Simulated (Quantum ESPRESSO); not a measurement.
Band structure of InCo₃N (Pm-3m, 5 atoms in the cell).

```
CELL_PARAMETERS angstrom
      3.88948     0.00000     0.00000
      0.00000     3.88948     0.00000
      0.00000     0.00000     3.88948
ATOMIC_POSITIONS crystal
  In 0.00000 0.00000 0.00000
  Co 0.50000 0.50000 0.00000
  Co 0.00000 0.50000 0.50000
  Co 0.50000 0.00000 0.50000
  N  0.50000 0.50000 0.50000
```
Moments meant for the start (each program seeds them in its own way; μB, in the order of the atoms In Co Co Co N): 0.0 3.0 3.0 3.0 0.0.

Method of the run: LDA (PZ), GBRV 1.5 ultrasoft (LDA) pseudopotentials (plane waves; Quantum ESPRESSO).

Settings: ecutwfc = 50 Ry; ecutrho = 400 Ry; occupations = smearing; smearing = methfessel-paxton; degauss = 0.0073499 Ry; nspin = 2; potentials = {In: in_lda_v1.4.uspp.F.UPF, Co: co_lda_v1.2.uspp.F.UPF, N: n_lda_v1.2.uspp.F.UPF}; K_POINTS = automatic 5 5 5 0 0 0; nbnd = 47; conv_thr = 1e-11 Ry; mixing_beta = 0.4.

The starting cell comes from a database of computed structures (which also holds hypothetical and non-ambient phases and stackings), without a prior relaxation at this level. Its lattice was rescaled by a random factor within 2.5 % of one. The magnetic order is the one reached from the typed start; others were not searched systematically.

Levels in eV from the Fermi level, bands 33 to 40 of the first spin channel:
```
point     33     34     35     36     37    38    39    40
-----  -----  -----  -----  -----  -----  ----  ----  ----
Γ      -0.80  -0.80  -0.80  -0.55   1.05  2.40  2.40  2.40
X      -1.12  -0.80  -0.73  -0.73   1.28  1.57  4.09  4.09
M      -1.09  -0.64  -0.35  -0.35  -0.11  3.26  3.37  3.37
R      -1.04  -0.76  -0.76  -0.76   0.83  0.83  0.83  1.59
```

Bands cross the Fermi level along this path, so the cell is metallic at this level.

The net moment of the cell came out as 2.65 μB.
